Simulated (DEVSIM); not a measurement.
System: Ti/TiO2/p-InP capacitor, at 300 K.

| layer (left to right) | material | thickness (nm) | Na (cm⁻³) |
|---|---|---|---|
| 1 | TiO2 | 4.30 | - |
| 2 | InP | 1500 | 1.8e17 |

Metal gate on the left, work function 4.33 eV. Fixed charge at the semiconductor interface 9.3e11 cm⁻² (in units of +e); no interface traps.

Constants are typed, rounded textbook-type inputs, not results; the design itself was drawn at random and stands for no fabricated device. Values at 300 K.

```tsv
parameter	TiO2	InP
gap (eV)	3.2	1.344
affinity (eV)	3.9	4.38
permittivity	60	12.5
Nc (cm⁻³)	-	5.7e17
Nv (cm⁻³)	-	1.1e19
```

Simulated with DEVSIM: 1D Poisson equation in equilibrium, Boltzmann statistics, complete ionisation; no quantum confinement or tunnelling. Metal contacts follow the ideal Schottky-Mott rule: no Fermi-level pinning, no interface dipoles.

Problem. Tabulate band edges, carrier densities and field at -0.6 V on the gate.

Solution. Energies count from the Fermi level of the right contact; mesh points crowd at the junctions.

```csv
x (μm),Ec (eV),Ev (eV),n (cm⁻³),p (cm⁻³),field (V/cm)
0.000,1.030,-2.170,< 1e2,< 1e2,11000
0.0009271,1.031,-2.169,< 1e2,< 1e2,11000
0.002150,1.032,-2.168,< 1e2,< 1e2,11000
0.003449,1.034,-2.166,< 1e2,< 1e2,11000
0.004611,0.560,-0.784,2.2e8,750000,180000
0.006136,0.588,-0.756,7.5e7,2200000,180000
0.009037,0.639,-0.705,1.0e7,1.6e7,170000
0.01785,0.781,-0.563,42000,3.9e9,150000
0.03209,0.968,-0.376,< 1e2,5.4e12,110000
0.06011,1.182,-0.162,< 1e2,2.1e16,41000
0.1153,1.237,-0.107,< 1e2,1.8e17,320
0.2828,1.238,-0.106,< 1e2,1.8e17,≈ 0
0.5534,1.238,-0.106,< 1e2,1.8e17,≈ 0
0.9700,1.238,-0.106,< 1e2,1.8e17,≈ 0
1.291,1.238,-0.106,< 1e2,1.8e17,≈ 0
1.400,1.238,-0.106,< 1e2,1.8e17,≈ 0
1.452,1.238,-0.106,< 1e2,1.8e17,≈ 0
1.478,1.238,-0.106,< 1e2,1.8e17,≈ 0
1.494,1.238,-0.106,< 1e2,1.8e17,≈ 0
1.500,1.238,-0.106,< 1e2,1.8e17,≈ 0
1.503,1.238,-0.106,< 1e2,1.8e17,≈ 0
1.504,1.238,-0.106,< 1e2,1.8e17,≈ 0
```
